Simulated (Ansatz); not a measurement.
Consider AlAs in the zinc blende structure (space group F-43m, No. 216; a = 5.675 Å). Axes: x, y, z lie along the cube axes.

Calculations: PBEsol in Ansatz (plane waves to 420 eV, PAW, spin-orbit coupling left out).

Base values:

```
Item                   Value
-------------------  -------
Smallest direct gap  1.91 eV
```

Perturbation: a pure shear with ε_xz = ε_zx = -0.0212; the atoms relax in the strained cell.

**Question.** Predict the new energy relative to the base and smallest direct gap.

**Answer.** The energy rises by 6.6 meV/atom; the smallest direct gap drops by 0.241 eV, from 1.91 eV to 1.66 eV.

Stability against distortions was not tested.

Ansatz is an electronic-structure program.
